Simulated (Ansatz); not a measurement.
Sr2BeN2 (model structure, started from the Ca2ZnN2 type, I4/mmm, No. 139, 5 atoms in the cell)

Level of theory: r²SCAN (Ansatz, a quantum-chemistry and plane-wave program, plane waves, PAW).

Run with plane-wave cutoff 560 eV, 12×12×12 k mesh, Fermi–Dirac smearing 0.01 eV, scalar-relativistic PAW data made under PBE.

Cell (relaxed with PBEsol):

Space group I4/mmm (No. 139); a = 3.779 Å, b = 3.779 Å, c = 11.775 Å, α = 90.00°, β = 90.00°, γ = 90.00°

| atom | site | symmetry | x | y | z |
|---|---|---|---|---|---|
| Sr | 4e | 4mm | 0.0000 | 0.0000 | 0.3482 |
| Be | 2a | 4/mmm | 0.0000 | 0.0000 | 0.0000 |
| N | 4e | 4mm | 0.0000 | 0.0000 | 0.1312 |
(The calculation used a cell of 5 atoms; values per cell refer to that cell.)

For Sr2BeN2 (model structure, started from the Ca2ZnN2 type, I4/mmm, No. 139, 5 atoms in the cell), the band gap is 1.34 eV.

Note: the relaxation could raise the start's symmetry but not lower it, so the cell can be a saddle point; cell and atoms aren't relaxed at this level (largest force component 0.32 eV/Å, pressure 1.7 GPa).

Spin–orbit coupling is not included.

Cost on a shared machine: roughly 27 core-seconds.

A model structure was made by putting elements into a prototype or built by hand; it is no filed structure, need not be a known phase, and can be a saddle point held by its symmetry.
